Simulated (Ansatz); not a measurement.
Here is the system:

```
InAgTe2
1.0
   -3.17677     3.17677     6.12915
    3.17677    -3.17677     6.12915
    3.17677     3.17677    -6.12915
In Te Ag
2 4 2
Cartesian
  0.00000   0.00000   6.12915
  3.17677   0.00000   3.06457
  1.52457   1.58839   1.53229
 -1.58839   1.65220   4.59686
  1.65220   1.58839   7.66143
  4.76516   1.52457  -1.53229
  0.00000   0.00000   0.00000
  0.00000   3.17677   3.06457
```

No spin polarisation.

Calculations: LDA (Ansatz, a quantum-chemistry and plane-wave program, PAW, without spin-orbit coupling). Settings: 7×7×7 k-points, 0.05 eV Fermi–Dirac smearing.

Question: Estimate the band gap.

Answer: 0.07 eV.

Question: What is the computed space group?

Answer: I-42d (No. 122).

With Te present, leaving out spin-orbit coupling can change the band edges. The cells carry an imposed strain or load. No phonon test of stability was made. The cell was made from InAgTe2 in the chalcopyrite structure (space group I-42d, No. 122) by this change: uniaxial strain ε_zz = −3.00 %. A zero or small gap of InAgTe2 can be the functional's error rather than a property of the material.
